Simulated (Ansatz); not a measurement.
**WSi2 with two functionals, Si on a W site (antisite)**

Consider a 9-atom supercell of WSi2 (space group I4/mmm, No. 139; a = 3.229 Å, c = 7.868 Å) at its relaxed geometry.

(Cell as relaxed with PBE.)

Levels (all Ansatz, a program for electronic structure, PAW, earlier PAW set): PBE (420 eV, no spin-orbit coupling); r2SCAN (500 eV, no spin-orbit coupling).

Each level relaxes its own structure.

The change: one W atom is replaced by Si, atoms relaxed at fixed cell, starting from a slightly rattled geometry.

```csv
quantity,PBE,r2SCAN
largest displacement of a host atom from its site in the perfect cell,0.68 Å,…
pressure,3.7 GPa,…
shift of the substituted atom off its lattice site,0.73 Å,…
```

Question: What does r2SCAN give?

Answer: 
- largest displacement of a host atom from its site in the perfect cell, r2SCAN: 0.63 Å
- pressure, r2SCAN: 2.7 GPa
- shift of the substituted atom off its lattice site, r2SCAN: 0.71 Å

PBE's largest displacement of a host atom from its site in the perfect cell lies 0.041 Å above r2SCAN's; PBE's pressure lies 1.0 GPa above r2SCAN's. Neither level is exact; r2SCAN is the comparison here, not a measurement.

The cell is small, so the values are those of an ordered compound at a high defect concentration; dilute-limit values will differ. All final runs are without spin polarisation.
